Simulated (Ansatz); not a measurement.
NH2 on the 1x1 (0001) surface of hcp Ru, one in a 2x2 cell: adsorption energies (eV for each) against NH3(g) − ½ H2(g) in Ansatz (plane waves, PAW). Structures relaxed with PBE; the other functionals are single points on them, with slab and gas at the same level. No dispersion, zero-point or thermal terms. Rows are starts at which the adsorbate stayed.

Slab: 19 atoms, 6.3 Å thick at the start under the adsorbate (thin: gaps and levels are the slab's own); k 6x6x1, smearing 0.1 eV, dipole-corrected; 8 atoms held, the rest relaxed; each run with such symmetry as its start has; no spin, no spin-orbit, no U, no dispersion correction.

| site | PBE | RPBE | r2SCAN |
|---|---|---|---|
| hollow Ru-Ru-Ru over Ru at depth 2.1 Å | 0.00 | 0.27 | -0.19 |
| bridge Ru-Ru (span 2.7 Å) | -0.33 | -0.07 | -0.50 |

RPBE moves the energies by 0.27 eV on average against PBE and puts 'bridge Ru-Ru (span 2.7 Å)' lowest, as PBE does. r2SCAN moves the energies by -0.18 eV on average against PBE and puts 'bridge Ru-Ru (span 2.7 Å)' lowest, as PBE does.

Ansatz is a program for electronic structure.
